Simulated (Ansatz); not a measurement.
Consider the following.

```yaml
crystal:
  lattice:
    - [3.35536, 0.00000, 0.00000]
    - [-1.67768, 2.74498, 0.00000]
    - [0.00000, 0.00000, 5.15636]
  atoms:
    - { symbol: Zn, position: [0.33027, 0.66053, 0.99525] }
    - { symbol: Zn, position: [0.66973, 0.33947, 0.49525] }
    - { symbol: O, position: [0.32645, 0.65291, 0.37975] }
    - { symbol: O, position: [0.67355, 0.34709, 0.87975] }
```

Level of theory: r2SCAN with spin-orbit coupling, rigid bands (plane waves, PAW; Ansatz, a first-principles code). Condition of this run: uniaxial stress along a of -4.4 GPa (compression positive) (the target of the relaxation). Geometry: cell and atoms relaxed with PBEsol, then loaded as said.

Task: Predict the electron conductivity mass (n e² τ/σ) at 300 K, by direction if it differs.

Result: 0.20 (x), 0.20 (y), 0.21 (z) mₑ.

Task: What conductivity effective mass do dilute holes have at 300 K?

Result: 2.4 (x), 0.67 (y), 3.4 (z) mₑ.

Task: And the band gap?

Result: 1.19 eV at this level; semilocal functionals usually fall short of the measured gap.

Rigid bands, one relaxation time for all states, no polarons. Geometry: cell and atoms relaxed with PBEsol.
